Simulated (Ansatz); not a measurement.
Amorphous Si30N42Mg3, 75 atoms at 2.97 g/cm³, one PBE-relaxed geometry, zone centre. Methods: PBE, scalar-relativistic without spin-orbit coupling (Ansatz, a first-principles code); r2SCAN, scalar-relativistic without spin-orbit coupling (Ansatz); HSE06, scalar-relativistic without spin-orbit coupling (Ansatz). Plane waves to 420 eV (r2SCAN 500 eV); exact exchange is cut at the cell's faces. At PBE the levels at the filled edge of the gap are localised (band-tail or defect states), and the nearest spread-out levels lie 2.6 eV apart at the zone centre. The higher rungs were started with moments on some atoms, which died out.

It comes from a melt-quench run on a machine-learned potential (CHGNet), relaxed afterwards by DFT. N atoms were pushed apart under 1.9 Å during the dynamics, to hinder bonds among them. The hot cell started wider than the set density and was brought back towards it in steps. It is the lowest in DFT energy of 2 quenches. It is a model cell: composition and starting density were chosen by hand, and all elements were melted together. No dispersion term was used. Its density started from a set value of 2.97 and ended at 2.97 g/cm³. The simulated quench (nominally 380 K/ps over its main leg) is rapid and tends to freeze in more defects than a deposited or slowly cooled glass has. A cell of this size samples the disorder only roughly. The volume was held where the preparation left it, at a PBE pressure of -2.3 GPa (tension). Stress components on the final sampling reach 3.9 GPa. On a 2×2×2 Γ-centred mesh force components of up to 0.13 eV/Å stay, since the relaxation ran on the zone centre alone.

The relaxation ran on the zone centre alone. At PBE the level gap is 2.04 eV on a 2×2×2 Γ-centred mesh, and the spacing at the zone centre alone 2.09 eV.

### Question
What zone-centre spacing does r2SCAN give, roughly?

### Answer
2.53 eV (+0.44 eV against PBE).

### Question
What zone-centre spacing does HSE06 give, roughly?

### Answer
3.40 eV (+1.31 eV against PBE).

The highest filled and the lowest empty state spread over these numbers of atoms (participation numbers): PBE: 8.3 and 30.2; r2SCAN: 8.0 and 29.3; HSE06: 7.9 and 29.6.
